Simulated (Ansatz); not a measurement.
CsCl-type CsBr: LDA at its full settings (plane-wave cutoff 520 eV, 8×8×8 k mesh, Fermi–Dirac smearing 0.01 eV, scalar-relativistic PAW data made under PBE) and at cheaper ones, in a cell of 2 atoms with Γ-centred meshes.

```csv
level and setting,equilibrium lattice constant a (Å),bulk modulus B0 (GPa)
LDA (Ansatz),4.140,21.1
LDA (2×2×2 k mesh) (Ansatz),4.224,19.2
LDA (4×4×4 k mesh) (Ansatz),4.140,21.1
```

Largest shifts from the full settings: lattice constant a +2.03 % (LDA (2×2×2 k mesh)), against a difference of -3.52 % of the full result from the reference 4.291 Å (measured, 300 K, no zero-point or thermal correction; as tabulated in Wikipedia's data pages); bulk modulus -9.0 % (LDA (2×2×2 k mesh)), against a difference of +14.7 % of the full result from the reference 18.4 GPa (measured, 4 K, not corrected to a static lattice, from measured elastic constants; as tabulated in Vallin et al. (1964), doi:10.1063/1.1713597).

Ansatz's density-functional and Hartree–Fock values are scalar-relativistic unless marked +SOC, with PAW data made under PBE.

Run with cheap settings on purpose, which may leave them unconverged: LDA (2×2×2 k mesh), LDA (4×4×4 k mesh).

Ansatz is a program for electronic structure.
